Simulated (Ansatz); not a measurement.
Relaxation of the outer planes of the (111) surface of fcc Ir in its 1x1 cell, outermost plane spacing 2.23 Å in the ideal cut.

All values below come from PBE (plane waves to 420 eV, PAW; Ansatz, a quantum-chemistry and plane-wave program).

Model: 10-atom slab, 20.1 Å thick at the start, 16x16x1 mesh, Fermi-Dirac 0.1 eV, dipole correction, all atoms relaxed; symmetry of the start imposed; no spin, no spin-orbit, no U.

```json
[
 {"plane": "1", "atoms": "Ir", "bulk spacing to the next (Å)": "2.235", "relaxed spacing (Å)": "(withheld)", "change (%)": "(withheld)", "rumpling (Å)": "0.00"},
 {"plane": "2", "atoms": "Ir", "bulk spacing to the next (Å)": "2.235", "relaxed spacing (Å)": "2.222", "change (%)": "-0.6", "rumpling (Å)": "0.00"}
]
```

Q: What belongs in the gaps?

A: 
- 1, relaxed spacing (Å): 2.188
- 1, change (%): -2.1
